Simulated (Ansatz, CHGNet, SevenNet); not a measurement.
## BeSe (model structure, started from the CsCl type, Pm-3m, No. 221, 2 atoms in the cell): equilibrium lattice constant a by level of theory

No measured value is used here.

```
level (code)         value (Å)
-------------------  ---------
CHGNet 0.3.0             3.181
SevenNet-0               3.077
SevenNet-l3i5            3.156
LDA (Ansatz)             3.045
PBE (Ansatz)                 ?
PBEsol (Ansatz)          3.067
PBE-D3(BJ) (Ansatz)          ?
```

Task: Fill in the missing entries.

Result: 
- PBE (Ansatz, a program for electronic structure), value (Å): 3.104
- PBE-D3(BJ) (Ansatz), value (Å): 3.051

CHGNet 0.3.0, SevenNet-0, SevenNet-l3i5: the cell moved over 20 % in volume from its start. Ansatz's density-functional and Hartree–Fock values are scalar-relativistic unless marked +SOC, with PAW data made under PBE.

Machine-learned potentials (CHGNet 0.3.0, SevenNet-0, SevenNet-l3i5) are trained on DFT data: a solid inside that data is no test of them.

A model structure was made by putting elements into a prototype or built by hand; it is no filed structure, need not be a known phase, and can be a saddle point held by its symmetry.
